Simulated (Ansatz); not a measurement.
## Ga2Pt: thickness series

The parent structure is Ga2Pt (space group Fm-3m, No. 225).

```
CELL_PARAMETERS angstrom
      0.00000     2.96044     2.96044
      2.96044     0.00000     2.96044
      2.96044     2.96044     0.00000
ATOMIC_POSITIONS crystal
  Ga 0.75000 0.75000 0.75000
  Ga 0.25000 0.25000 0.25000
  Pt 0.00000 0.00000 0.00000
```

Cartesian axes are those of the cell as printed.

Free-standing slabs (3 atom(s) a layer) normal to [111] with 15 Å of vacuum; in-plane cell held at bulk.

Computed with PBEsol in Ansatz (plane waves to 420 eV, PAW, scalar-relativistic without spin-orbit coupling).

Notes on the quantities. excess energy per area of both faces: slab less bulk energy over the cell's area: twice a surface energy; uncertain by up to 0.2 J/m².

| variant | thickness between the outermost nuclei | excess energy per area of both faces | change of the spacing d12 from its bulk value of 0.855 Å |
|---|---|---|---|
| 1 layer | 1.23 Å | – | -27.8 % |
| 2 layers | 4.92 Å | 2.0 J/m² | -12.6 % |
| 3 layers | 8.09 Å | 1.9 J/m² | -20.7 % |
| 4 layers | 11.71 Å | 1.9 J/m² | -13.9 % |
| 5 layers | 14.93 Å | 2.0 J/m² | -21.2 % |
| 6 layers | 18.48 Å | 1.9 J/m² | -16.6 % |

The excess energy carries the mismatch between the slab's and the bulk's meshes. No phonon test of stability was made. All final runs are without spin polarisation.

Ansatz is an electronic-structure program.
